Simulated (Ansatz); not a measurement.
The reference is Be in the hcp (Mg type) structure (space group P6_3/mmc, No. 194; a = 2.2552 Å, c = 3.5580 Å; relaxed with 0.1 eV smearing).

Level of theory: PBEsol (Ansatz, a program for electronic structure), no spin-orbit coupling.

For the base:

| Item | Result |
|---|---|
| Band gap | zero |
| Pressure | 0.0 GPa |

It is then changed as follows: every lattice vector is shortened by 1.00 %, atoms relaxed at fixed cell.

Q: Estimate the effect on the energy relative to the base.

A: The energy goes up by 2.8 meV/atom.

Q: Predict the new band gap.

A: The band gap stays zero.

Q: How does this affect the pressure?

A: The pressure (mean of the normal stresses, compression positive) goes from zero to 3.9 GPa.

The cells carry an imposed strain or load. No phonon test of stability was made.
